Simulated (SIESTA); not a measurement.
A self-consistent single point of Zn (P6_3/mmc, 4 atoms in the cell) with SIESTA.

Level of theory: GGA PBE, numerical atomic orbitals TZP, PseudoDojo PBE standard norm-conserving potentials (rewritten from UPF to PSML) in SIESTA.

```yaml
crystal:
  lattice:
    - [2.73208, 0.00000, 0.00000]
    - [-1.36604, 2.36605, 0.00000]
    - [0.00000, 0.00000, 8.79049]
  atoms:
    - { symbol: Zn, position: [0.00000, 0.00000, 0.00000] }
    - { symbol: Zn, position: [0.00000, 0.00000, 0.50000] }
    - { symbol: Zn, position: [0.33333, 0.66667, 0.25000] }
    - { symbol: Zn, position: [0.66667, 0.33333, 0.75000] }
```

Reference input (self-consistent single point, DFT, GGA PBE, numerical atomic orbitals TZP, PseudoDojo PBE standard norm-conserving potentials (rewritten from UPF to PSML)): XC.functional = GGA; XC.authors = PBE; potentials = PseudoDojo PBE standard; PAO.BasisSize = TZP; PAO.EnergyShift = 0.005 Ry; MeshCutoff = 300 Ry; kgrid.MonkhorstPack = 11 11 3; OccupationFunction = FD; ElectronicTemperature = 1160.45 K; MaxSCFIterations = 150; SCF.Mixer.Method = Broyden; SCF.Mixer.Weight = 0.2. This run's input differs from it in these lines:

```diff
@@ -26,3 +26,3 @@
 PAO.BasisSize                TZP
-PAO.EnergyShift              0.005 Ry
+PAO.EnergyShift              0.02 Ry
 MeshCutoff                   300 Ry
```

Log, with long lists cut:

```
        iscf     Eharris(eV)        E_KS(eV)     FreeEng(eV)     dDmax    Ef(eV) dHmax(eV)
   scf:    1   -22621.747846   -22691.546056   -22691.592494  1.791435  5.161551 28.328933
   scf:    2   -22759.154388   -22730.182909   -22730.210581  1.061849  3.433408 12.730191
   scf:    3   -22743.068754   -22738.234612   -22738.252983  0.484510  2.428357  2.430527
   scf:    4   -22738.524089   -22738.447625   -22738.465501  0.083001  2.163044  0.245307
   scf:    5   -22738.443251   -22738.445900   -22738.463667  0.015045  1.955719  0.432447
   [... 7 lines left out ...]
   scf:   13   -22738.454786   -22738.454786   -22738.472648  0.000023  1.974975  0.000752
   scf:   14   -22738.454786   -22738.454786   -22738.472648  0.000016  1.974944  0.000508
   scf:   15   -22738.454786   -22738.454786   -22738.472648  0.000011  1.974926  0.000327
   scf:   16   -22738.454786   -22738.454786   -22738.472648  0.000006  1.974918  0.000225
SCF Convergence by DM+H criterion
max |DM_out - DM_in|         :     0.0000061816
max |H_out - H_in|      (eV) :     0.0002254321
SCF cycle converged after 16 iterations

Using DM_out to compute the final energy and forces

siesta: E_KS(eV) =           -22738.4548

siesta: E_KS - E_eggbox =    -22738.4548

siesta: Atomic forces (eV/Ang):
     1    0.000000    0.000000    0.000000
     2    0.000000    0.000000   -0.000000
     3    0.000096   -0.000056    0.000000
     4   -0.000096    0.000056    0.000000
   Tot   -0.000000    0.000000    0.000000
   Max    0.000096
   Res    0.000045    sqrt( Sum f_i^2 / 3N )
   Max    0.000096    constrained

Stress tensor Voigt[x,y,z,yz,xz,xy] (kbar):      368.02      368.34      315.49        0.00        0.00        0.28
(Free)E + p*V (eV/cell)   -22750.9079
   [... lines left out ...]
siesta: FreeEng =    -22738.472648
   [... lines left out ...]
siesta:     0.229698    0.000178    0.000000
siesta:     0.000178    0.229903    0.000000
siesta:     0.000000    0.000000    0.196915

siesta: Cell volume =         56.823857 Ang**3

siesta: Pressure (static):
siesta:                Solid            Molecule  Units
siesta:          -0.00238345         -0.00238344  Ry/Bohr**3
siesta:          -0.21883856         -0.21883754  eV/Ang**3
siesta:        -350.61803414       -350.61638912  kBar
```

The run converged in 16 iterations. Against the reference run the free energy goes up by 2.60 eV/atom and the pressure goes from -0.92 to -35.06 GPa.

The starting cell was generated: these elements placed on a structure prototype, without a prior relaxation; it need not be a known phase or ordering of this composition. Its lattice was rescaled by a random factor within 2.5 % of one. Values carry the incompleteness of an atom-centred basis.
